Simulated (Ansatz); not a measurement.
The structure below was relaxed with Ansatz (a program for electronic structure), r2SCAN, PAW, cutoff 500 eV, no spin-orbit coupling.

```
CELL_PARAMETERS angstrom
      0.00000     1.97013     1.97013
      1.97013     0.00000     1.97013
      1.97013     1.97013     0.00000
ATOMIC_POSITIONS crystal
  Pt 0.00000 0.00000 0.00000
```

**Question.** Find the space group and the Wyckoff positions.

**Answer.** Space group Fm-3m (No. 225); a = b = c = 3.940 Å, α = β = γ = 90.00°

```tsv
atom	site	symmetry	x	y	z
Pt	4a	m-3m	0.0000	0.0000	0.0000
```

Stability against distortions was not tested. All final runs are without spin polarisation. The cell was made from Au by this change: Au → Pt.
